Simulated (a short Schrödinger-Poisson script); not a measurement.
MOS inversion layer, Al2O3 on p-type InP

Structure: MOS inversion layer, Al2O3 on p-type InP, at 300 K.

```
layer  material  thickness (nm)  Na (cm⁻³)
-----  --------  --------------  ---------
1         Al2O3             3.5          -
2           InP            1000     2.2e17
```

Constants are typed, rounded textbook-type inputs, not results; the design itself was drawn at random and stands for no fabricated device. Al2O3: permittivity 9, conduction-band edge (eV) 3.03, gap (eV) 6.8, electron mass (mₑ) 0.3. InP: permittivity 12.5, conduction-band edge (eV) 0, gap (eV) 1.344, Nv at 300 K (cm⁻³) 1.1e19.

Channel valleys (confinement mass, in-plane density-of-states mass, number): Γ 0.08, 0.08, 1. At the gate the conduction-band edge of layer 1 lies 3.13 eV − eVg above the Fermi level of the channel; the field vanishes at the back. Gaps are held at their typed values at every temperature. Mesh 0.03 nm at interfaces.

From a short Schrödinger-Poisson script (our own, NumPy): 1D Poisson equation in equilibrium, electrons quantum, Hartree (BenDaniel-Duke, 12 states a valley, the channel's in-plane mass for all, wave functions free to enter the dielectric), parabolic valleys, classical holes, full ionisation, no traps, pinning or gate leakage.

```csv
Vg (V),electrons (cm⁻²),C (μF/cm²),Γ E0 (meV),Γ E1 (meV)
0.1,2.77e7,0.127,267.8,383.1
0.2,9.23e8,0.126,177.1,296.0
0.3,2.80e10,0.248,88.5,211.0
0.4,3.04e11,0.813,22.6,149.4
0.5,8.94e11,1.10,-15.0,117.2
0.6,1.61e12,1.21,-42.9,94.9
0.7,2.37e12,1.26,-67.7,75.9
0.8,3.16e12,1.30,-91.1,58.4
0.9,3.97e12,1.33,-113.7,42.1
1,4.80e12,1.36,-135.6,27.2
1.1,5.65e12,1.38,-156.7,13.7
1.2,6.51e12,1.40,-177.2,1.3
1.3,7.39e12,1.42,-197.1,-10.0
1.4,8.27e12,1.44,-216.7,-20.7
1.5,9.17e12,1.45,-236.0,-30.8
1.6,1.01e13,1.47,-255.1,-40.6
1.7,1.10e13,1.48,-274.1,-50.1
1.8,1.19e13,1.49,-292.9,-59.4
```

Gate voltages with under 1e6 electrons/cm² are left out.

Subbands count from the Fermi level.

Above a few 1e12 electrons/cm² a light Γ valley is non-parabolic and upper valleys begin to fill, which the model leaves out.
